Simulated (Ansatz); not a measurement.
# Response to strain in CdTe

Start from CdTe in the zinc blende structure (space group F-43m, No. 216; a = 6.558 Å).

Strains are applied to the cell and any free atomic positions relax.

Computed with r2SCAN/PAW in Ansatz (an electronic-structure program), no spin-orbit coupling, earlier PAW set.

```csv
isotropic strain (%),band gap (eV)
-1.5,1.31
-0.84,?
0,1.16
1.87,0.98
```

Problem. Fit E_g = E₀ + Dε (ε in %) to the rows shown and predict the withheld row.

Solution. Least squares on the printed values gives E₀ = 1.16 eV, D = -97.9 meV per % of strain (largest residual 0.00 eV); this predicts 1.24 eV, and the run gives 1.24 eV, in agreement.

Spin-orbit coupling, missing from the scalar runs, can matter with Te. Stability against distortions was not tested.
